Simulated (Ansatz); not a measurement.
Data:

End structure of a constructed model of the (111)A surface of 3C silicon carbide, Si-terminated, 2x2 Si adatom at T4 (bottom of the slab: 4 H on 4 bottom sites):

```xyz
37
Lattice="6.1943 0.0000 0.0000 -3.0971 5.3644 0.0000 0.0000 0.0000 27.0000" Properties=species:S:1:pos:R:3 pbc="T T T"
C      0.0000     0.0000     9.2166
C      3.0971     0.0000     9.2166
C     -1.5486     2.6822     9.2166
C      1.5486     2.6822     9.2166
Si     1.5486     0.8941     9.8488
Si     4.6457     0.8941     9.8488
Si     0.0000     3.5763     9.8488
Si     3.0971     3.5763     9.8488
C      1.5483     0.8942    11.7438
C      4.6459     0.8942    11.7438
C      0.0000     3.5760    11.7438
C      3.0971     3.5763    11.7375
Si     0.0000     1.7881    12.3825
Si     3.0971     1.7920    12.3713
Si    -1.5519     4.4684    12.3713
Si     1.5519     4.4684    12.3713
C      0.0000     1.7881    14.2776
C      3.0971     1.7956    14.2708
C     -1.5550     4.4666    14.2708
C      1.5550     4.4666    14.2708
Si     0.0000    -0.0031    14.9221
Si     3.0971     0.0000    14.8345
Si    -1.5512     2.6837    14.9221
Si     1.5512     2.6837    14.9221
C      0.0000    -0.0209    16.8345
C      3.0971     0.0000    16.6975
C     -1.5666     2.6926    16.8345
C      1.5666     2.6926    16.8345
Si     1.5340     0.9024    17.3487
Si     4.6602     0.9024    17.3487
Si     0.0000     3.5595    17.3487
Si     3.0971     3.5763    17.6948
H      0.0000     0.0003     8.1134
H      3.0971     0.0000     8.1138
H     -1.5483     2.6820     8.1134
H      1.5483     2.6820     8.1134
Si     3.0971     0.0000    18.8935
```

Set-up: 37 atoms, 10.8 Å thick at the start with caps and adatoms (thin: gaps and levels are the slab's own); mesh 3x3x1; 0.025 eV smearing; dipole correction on; single point; on the structure that PBE left under its start's symmetry; no spin, no spin-orbit, no U. In PBE it lies 0.03 eV a 1x1 cell over the lowest computed structure of the same composition (2x2 Si adatom at H3).

Q: Give the highest filled level below the top vacuum level at the level HSE06, at the PBE geometry in Ansatz (a quantum-chemistry and plane-wave program).

A: 4.64 eV

Q: Give the gap of the slab on its k-mesh at the level HSE06, at the PBE geometry.

A: 1.29 eV
